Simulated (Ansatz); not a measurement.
Se interstitial in zinc-blende CdSe (the name describes the start): one set of geometries, relaxed with PBE, evaluated in Ansatz (PAW, plane waves to 420 eV, 500 eV under r2SCAN) with PBE, r2SCAN.

Cell and caveats: 64-site cell; 2×2×2 shifted k-points; start: void with 4Se nearest; charged states image-corrected; finite-size errors of tenths of an eV; relaxed from one start, so a lower configuration may exist; flagged in the runs: a strain field that reaches the edge of the cell.

```csv
quantity,PBE,r2SCAN
host gap (eV),0.49,0.97
ε(+1/0) above the VBM (eV),0.14,0.21
largest moment on one atom at charge +1 (μB),0.19,0.21
neutral formation energy against trigonal Se (eV),1.52,1.36
```

PBE narrows the gap by 0.48 eV against r2SCAN, the highest level run, and puts the level shown 0.070 eV lower above the valence-band maximum (from the rounded values).

Ansatz is a program for electronic structure.
